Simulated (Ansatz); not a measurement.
The reference is GaN in the zinc blende structure (space group F-43m, No. 216; a = 4.455 Å). Axes: x, y, z lie along the cube axes.

The values are results of LDA (Ansatz, a program for electronic structure; PAW; 420 eV plane waves; spin-orbit coupling left out), not measurements.

Base values:

| Quantity | Value |
|---|---|
| Valence-band top at Γ | 0.00, 0.00, 0.00 eV |
| Electron mass | 0.18 mₑ (at Γ) |
| Band gap | 1.96 eV |

One thing is altered: uniaxial strain ε_zz = +0.50 %, all other strain components held at zero; the atoms relax in the strained cell.

Problem. Predict the new stress.

Solution. The stress (xx, yy, zz, yz, xz, xy; compression positive) is (-0.78, -0.78, -1.44, 0.00, 0.00, 0.00) GPa.

Problem. What does the calculation give for the valence-band top at Γ after the change?

Solution. The valence-band top at Γ (three highest levels, from the VBM) becomes 0.00, 0.00, -0.02 eV (base: 0.00, 0.00, 0.00 eV).

Problem. What does the calculation give for the electron mass after the change?

Solution. The electron mass changes from 0.18 mₑ (at Γ) to 0.17 mₑ (at Γ).

Problem. Estimate the effect on the band gap.

Solution. The band gap shrinks by 0.041 eV (1.96 eV → 1.91 eV).

Effective masses come from finite differences of ±0.01 Å⁻¹. Stability against distortions was not tested. This is not the structure that GaN has at room temperature and ambient pressure.
